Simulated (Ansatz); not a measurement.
Start from CdS in the wurtzite structure (space group P6_3mc, No. 186; a = 4.1643 Å, c = 6.7688 Å). Axes: x lies along a and z along c of the hexagonal cell.

Method: r2SCAN, PAW, 500 eV (Ansatz, an electronic-structure program; without spin-orbit coupling), earlier PAW set.

Free-standing slabs (4 atom(s) a layer) normal to the y axis with 15 Å of vacuum; in-plane cell held at bulk.

One change was made to it. Results:

| quantity | base | after |
|---|---|---|
| band gap | 1.63 eV | 1.87 eV |
| valence-band top at Γ (three highest levels, from the VBM) | 0.00, 0.00, -0.04 eV | 0.00, -0.14, -0.29 eV |
| shortest interatomic distance | 2.545 Å | 2.417 Å |

Q: Which change produced these results?
(A) 1 layer
(B) 4 layers
(C) 3 layers
(D) 2 layers

A: C, 3 layers. For comparison, the band gap in the other runs: 1 layer gives 2.39 eV; 4 layers gives 1.78 eV; 2 layers gives 2.02 eV.

No phonon test of stability was made.
